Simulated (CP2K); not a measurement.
CP2K run on ScAu₂ (P1, 3 atoms in the cell): self-consistent single point.

Method: PBEsol, GPW, DZVP-MOLOPT-SR-GTH basis, GTH-PBE potentials (GTH_POTENTIALS) (CP2K).

```xyz
3
Lattice="5.0537 0.0000 0.0000 2.5681 4.3525 0.0000 -3.8109 -2.1763 2.5061" Properties=species:S:1:pos:R:3 pbc="T T T"
Sc     0.0044     0.0069     0.0138
Au     5.0247     2.8799    -0.0023
Au     2.5926     1.4657    -0.0115
```

Reference input (self-consistent single point, DFT LDA (Pade form), GPW, DZVP-MOLOPT-SR-GTH basis, GTH-PADE potentials (GTH_POTENTIALS)): CUTOFF = 600 Ry; REL_CUTOFF = 50 Ry; SMEAR/METHOD = FERMI_DIRAC; ELECTRONIC_TEMPERATURE = 1160.45 K; KPOINTS/SCHEME = MACDONALD 6 6 7 0.08333333333 0.08333333333 0; XC_FUNCTIONAL = PADE; Sc/BASIS_SET = DZVP-MOLOPT-SR-GTH-q11; Sc/POTENTIAL = GTH-PADE-q11; Au/BASIS_SET = DZVP-MOLOPT-SR-GTH-q11; Au/POTENTIAL = GTH-PADE-q11; METHOD = GPW; EPS_DEFAULT = 1e-10. This run's input differs from it in these lines:

```diff
@@ -43,3 +43,6 @@
     &XC
-      &XC_FUNCTIONAL PADE
+      &XC_FUNCTIONAL
+        &PBE
+          PARAMETRIZATION PBESOL
+        &END PBE
       &END XC_FUNCTIONAL
@@ -76,3 +79,3 @@
       BASIS_SET DZVP-MOLOPT-SR-GTH-q11
-      POTENTIAL GTH-PADE-q11
+      POTENTIAL GTH-PBE-q11
     &END KIND
@@ -80,3 +83,3 @@
       BASIS_SET DZVP-MOLOPT-SR-GTH-q11
-      POTENTIAL GTH-PADE-q11
+      POTENTIAL GTH-PBE-q11
     &END KIND
```

Output (repeated stretches shortened):

```
 SCF WAVEFUNCTION OPTIMIZATION

  Step     Update method      Time    Convergence         Total energy    Change
     1 NoMix/Diag. 0.30E+00      -     1.49923987      -113.2339326506 -1.13E+02
     2 Broy./Diag. 0.30E+00      -     0.17238072      -116.1262816784 -2.89E+00
     3 Broy./Diag. 0.30E+00      -     0.09627713      -114.5788785620  1.55E+00
     4 Broy./Diag. 0.30E+00      -     0.05160938      -113.4771313201  1.10E+00
     5 Broy./Diag. 0.30E+00      -     0.00715216      -113.0477456821  4.29E-01
     6 Broy./Diag. 0.30E+00      -     0.00167162      -113.0721664525 -2.44E-02
   [... 5 lines left out ...]
    12 Broy./Diag. 0.30E+00      -     0.00000094      -113.0781979769  2.95E-05
    13 Broy./Diag. 0.30E+00      -     0.00000104      -113.0782019119 -3.94E-06
    14 Broy./Diag. 0.30E+00      -     0.00000013      -113.0782058387 -3.93E-06
    15 Broy./Diag. 0.30E+00      -     0.00000004      -113.0782058688 -3.00E-08
  *** SCF run converged in    15 steps ***

  Overlap energy of the core charge distribution:               0.00000000605381
  Self energy of the core charge distribution:               -204.36504043279504
  Core Hamiltonian energy:                                     57.99232090261877
  Hartree energy:                                              49.76587497794377
  Exchange-correlation energy:                                -16.47028884381019
  Electronic entropic energy:                                  -0.00107247879145
  Fermi energy:                                                 0.37204180584789

  Total energy:                                              -113.07820586875671
  Total energy (extrapolated to T->0):                       -113.07766962936098

   [... lines left out ...]

 STRESS| Analytical stress tensor [bar]
 STRESS|                        x                   y                   z
 STRESS|      x        2.43209679358E+03   4.61140741055E+03   6.72126115926E+02
 STRESS|      y        4.61140741055E+03  -2.75702197618E+03   2.49950573325E+02
 STRESS|      z        6.72126115926E+02   2.49950573325E+02  -6.14479837196E+03
 STRESS| 1/3 Trace                                            -2.15657451819E+03
```

The run converged in 15 iterations. Against the reference run the pressure goes from -4.75 to -0.22 GPa and the largest force goes from 0.370 to 0.418 eV/Å.

The starting cell comes from a database of computed structures (which also holds hypothetical and non-ambient phases and stackings), without a prior relaxation at this level. Its atoms were displaced at random from the sites of space group no. 139. Values carry the incompleteness of an atom-centred basis. The potentials were made for another functional than the one used.

Cost on one core of a shared machine: roughly 90 s.
